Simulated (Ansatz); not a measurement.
The reference is Hf in the hcp (Mg type) structure (space group P6_3/mmc, No. 194; a = 3.198 Å, c = 5.049 Å; relaxed with 0.1 eV smearing). Axes: x lies along a and z along c of the hexagonal cell.

All numbers come from Ansatz (a quantum-chemistry and plane-wave program), r2SCAN, PAW, cutoff 500 eV, no SOC, earlier PAW set.

Before the change:

The volume per atom is 22.36 Å³ and the pressure comes out as 0.0 GPa.

One thing is altered: biaxial strain +3.34 %, plane normal [001], relaxed out of plane (Cartesian); in-plane vectors clamped, the third vector and the atoms free.

Task: Predict the new volume per atom and pressure.

Result: The volume per atom increases by 1.02 Å³, from 22.36 Å³ to 23.38 Å³; the pressure (mean of the normal stresses, compression positive) goes from zero to -4.4 GPa.

Whether these cells are dynamically stable was not tested. All final runs are without spin polarisation.
